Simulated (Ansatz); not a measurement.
# K2Se under a change: uniaxial strain ε_zz = −2.50 %

Start from K$_{2}$Se in the anti-fluorite structure (space group Fm-3m, No. 225; a = 7.610 Å). Axes: x, y, z lie along the cube axes.

Now apply this change: uniaxial strain ε_zz = −2.50 %, all other strain components held at zero; the atoms relax in the strained cell.

The values are results of PBEsol (Ansatz, an electronic-structure program, PAW, without spin-orbit coupling), not measurements. Settings: 8×8×8 k-points, 0.05 eV Fermi–Dirac smearing.

```csv
quantity,base,changed,shift
volume per atom,36.72 Å³,35.80 Å³,-0.92 Å³
space group,Fm-3m (No. 225),I4/mmm (No. 139),–
shortest interatomic distance,3.295 Å,3.268 Å,-0.027 Å
energy relative to the base (free energy F),0 meV/atom,+2.3 meV/atom,+2.3 meV/atom
"pressure (mean of the normal stresses, compression positive)",0.01 GPa,0.47 GPa,+0.46 GPa
band gap,2.11 eV,2.14 eV,+0.03 eV
gap character,–,"indirect, X → Γ",–
smallest direct gap,2.27 eV,2.33 eV,+0.06 eV
electron mass,0.31 mₑ (at Γ),0.31 mₑ (at Γ),–
"stress (xx, yy, zz, yz, xz, xy; compression positive)",–,"(0.31, 0.31, 0.80, 0.00, 0.00, 0.00) GPa",–
```

Final structure:

```
CELL_PARAMETERS angstrom
      0.00000     3.80484     3.70971
      3.80484     0.00000     3.70971
      3.80484     3.80484     0.00000
ATOMIC_POSITIONS crystal
  K  0.25000 0.25000 0.25000
  K  0.75000 0.75000 0.75000
  Se 0.00000 0.00000 0.00000
```

Effective masses come from finite differences of ±0.01 Å⁻¹. Stability against distortions was not tested. Labels are those of the standard path for the cell's own space group.
